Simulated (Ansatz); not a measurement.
Given:

```
Ni4ZnZr
1.0
    0.00000     3.34191     3.34191
    3.34191     0.00000     3.34191
    3.34191     3.34191     0.00000
Zr Zn Ni
1 1 4
Cartesian
  0.00000   0.00000   0.00000
  5.01286   5.01286   5.01286
  4.17174   2.51207   4.17174
  2.51207   2.51207   2.51207
  2.51207   4.17174   4.17174
  4.17174   4.17174   2.51207
```

All values below come from PBEsol, DFPT electron-phonon coupling, linearised Boltzmann equation (plane waves, PAW, scalar-relativistic; Ansatz, a quantum-chemistry and plane-wave program). How the cell was made: relaxed with this functional, without spin-orbit coupling.

Task: Predict the intrinsic resistivity at 300 K.

Result: 36 μΩ·cm.

Task: And the electrons' mean free path at that temperature?

Result: 5.3 nm, weighted by the current that each state carries. Wires not much wider than this gain resistivity from their walls.

A metal at this level (no band gap). Only scattering by harmonic phonons is included (no impurities, grain boundaries, electron-electron scattering or thermal expansion). Spin-orbit coupling is left out. Halving the electron mesh (24x24x24) moves the resistivity by up to 4 % at 300 K, the mean free path by up to 3 %. Smearing 0.20 eV; phonons on a 4x4x4 q mesh, which this run doesn't test.

Formula and space group known from diffraction (Crystallography Open Database), not checked to be the room-temperature form: ZrNi4Zn (F-43m). Treated as nonmagnetic (a ferromagnetic start lost its moment, other orders weren't tried): ZrNi4Zn (F-43m).
